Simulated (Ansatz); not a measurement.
For GeRh (model structure, started from the rocksalt type, Fm-3m, No. 225, 2 atoms in the cell), PBE-D3(BJ) (plane waves, PAW; Ansatz, a first-principles code) gives:

lattice parameter a: 5.009 Å
formation enthalpy: -0.146 eV/atom

**Question.** What does r²SCAN (plane waves, PAW; Ansatz) give for the same quantities?

**Answer.** 
- lattice constant a: 5.021 Å (grows by 0.2 %)
- formation enthalpy: -0.119 eV/atom (moves by +0.027 eV/atom)

Changes are worked out from the printed values.

Unless a cell is named, each level is at its own relaxed cell (PBE-D3(BJ) 15.71, r²SCAN 15.82 Å³/atom).

The crystal itself was run without spin with PBE-D3(BJ), r²SCAN; a magnetic state was not tried in these runs.

Ansatz's density-functional and Hartree–Fock values are scalar-relativistic unless marked +SOC, with PAW data made under PBE.

A model structure was made by putting elements into a prototype or built by hand; it is no filed structure, need not be a known phase, and can be a saddle point held by its symmetry.
